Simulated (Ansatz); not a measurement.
PdGe2 (model structure, started from the fluorite type, Fm-3m, No. 225, 3 atoms in the cell)

Calculation: PBE-D3(BJ) (PAW; Ansatz, a first-principles code).

Run with plane-wave cutoff 500 eV, 12×12×12 k mesh, Fermi–Dirac smearing 0.05 eV, scalar-relativistic PAW data made under PBE.

Cell (relaxed at this level):

```cif
data_Ge2Pd
_chemical_formula_sum 'Pd1 Ge2'
_space_group_name_H-M_alt 'P 1'
_space_group_IT_number 1
_cell_length_a 4.24486
_cell_length_b 4.24486
_cell_length_c 4.24486
_cell_angle_alpha 60.000
_cell_angle_beta 60.000
_cell_angle_gamma 60.000
loop_
_space_group_symop_operation_xyz
  'x, y, z'
loop_
_atom_site_label
_atom_site_type_symbol
_atom_site_fract_x
_atom_site_fract_y
_atom_site_fract_z
_atom_site_occupancy
Pd1 Pd 0.00000 0.00000 0.00000 1
Ge1 Ge 0.25000 0.25000 0.25000 1
Ge2 Ge 0.75000 0.75000 0.75000 1
```

```yaml
band_gap: none
```

Note: the relaxation could raise the start's symmetry but not lower it, so the cell can be a saddle point.

Spin–orbit coupling is not included.

Computing time: very roughly 40 core-seconds.

A model structure was made by putting elements into a prototype or built by hand; it is no filed structure, need not be a known phase, and can be a saddle point held by its symmetry.
